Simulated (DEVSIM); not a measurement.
**abrupt Si p-n junction**

Device: abrupt Si p-n junction, at 300 K.

```csv
layer (left to right),material,thickness (μm),Nd (cm⁻³),Na (cm⁻³),τn (s),τp (s)
1,Si,47.0,-,9.1e15,2.1e-7,2.1e-7
2,Si,20.0,1.1e16,-,2.1e-7,2.1e-7
```

Left contact: ohmic. Right contact: ohmic. Voltage is applied to the left contact. Recombination: SRH at mid-gap, radiative. Mobility is μmin + (μ − μmin)/(1 + (N/Nref)^α).

The device is made up for the run: typed textbook-type constants, with dimensions and the other settings drawn at random. Values at 300 K.

```csv
parameter,Si
gap (eV),1.124
affinity (eV),4.05
permittivity,11.7
Nc (cm⁻³),2.86e19
Nv (cm⁻³),3.1e19
μn (cm²/Vs),1417
μp (cm²/Vs),470
"μn,min",52
"μp,min",45
"Nref,n",9.7e16
"Nref,p",2.2e17
αn,0.68
αp,0.72
B (cm³/s),4.7e-15
```

Simulated with DEVSIM: 1D drift-diffusion, Boltzmann statistics, complete ionisation; no tunnelling, impact ionisation, image-force lowering or self-heating.

```json
{
  "potential_step_across_the_device_at_zero_bias": "0.710 V",
  "largest_field_in_the_device_at_zero_bias": "32000 V/cm",
  "Dark forward voltage at 1 A/cm²": "0.626 V",
  "Dark forward voltage at 100 A/cm²": "0.959 V"
}
```

Small-signal capacitance in reverse bias (quasi-static):

```csv
V (V),C (nF/cm²)
-0.1,23.3
-0.25,21.3
-0.5,18.9
-0.75,17.1
-1,15.8
-1.5,13.8
-2,12.5
-2.5,11.4
-3.25,10.3
-4,9.42
-5,8.55
```

Dark forward current:

(V (V), J (A/cm²)): (0.05, 2.2e-8); (0.15, 2.4e-7); (0.30, 9.7e-6); (0.40, 0.00026); (0.55, 0.070); (0.65, 2.2); (0.75, 15); (0.90, 67); (1.00, 130); (1.10, 210); (1.25, 370); (1.35, 500); (1.50, 740); (1.60, 930)
